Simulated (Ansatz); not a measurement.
What uniaxial strain ε_yy = −0.98 % does to VBiO4

Consider VBiO4 (space group I4_1/a, No. 88; a = 5.121 Å, c = 11.623 Å). Axes: x, y, z lie along a, b, c of the conventional cell.

Modification: uniaxial strain ε_yy = −0.98 %, all other strain components held at zero; the atoms relax in the strained cell.

Calculations: Ansatz (a first-principles code) r2SCAN, no spin-orbit coupling, earlier PAW set. k-mesh 7×7×7 (Γ-centred); smearing 0.05 eV (Fermi–Dirac).

```tsv
quantity	base	changed	shift
volume per atom	12.70 Å³	12.58 Å³	-0.12 Å³
shortest interatomic distance	3.256 bohr	3.247 bohr	-0.009 bohr
energy relative to the base (free energy F)	0 meV/atom	+0.8 meV/atom	+0.8 meV/atom
pressure (mean of the normal stresses, compression positive)	0.0 kbar	15.1 kbar	+15.1 kbar
band gap (an upper bound: an edge found on the path is not a true extremum; the changed cell)	2.48 eV	2.44 eV	-0.035 eV
stress (xx, yy, zz, yz, xz, xy; compression positive)	–	(1.33, 2.16, 1.05, 0.00, 0.00, 0.23) GPa	–
```

Final structure:

```xyz
12
Lattice="-2.5605 2.5354 5.8115 2.5605 -2.5354 5.8115 2.5605 2.5354 -5.8115" Properties=species:S:1:pos:R:3 pbc="T T T"
Bi     0.0000     2.5354     2.9139
Bi     0.0000     0.0000    -0.0081
V      2.5605     0.0000     2.9069
V      0.0000     0.0000     5.8105
O      3.2764    -1.2687     3.8265
O      1.8447     1.2687     3.8265
O      1.2714     0.7072     6.7246
O      1.2891     1.8283     0.9131
O     -0.7159     1.2687     4.8909
O      3.2764     1.2667    -0.9207
O      1.2891    -0.7072     1.9927
O      3.8320     0.7072     1.9927
```

With Bi present, leaving out spin-orbit coupling can change the band edges. Whether these cells are dynamically stable was not tested. Starting moments died away, wholly or in part, for the base; another magnetic solution may exist. The final runs are not spin-polarised.
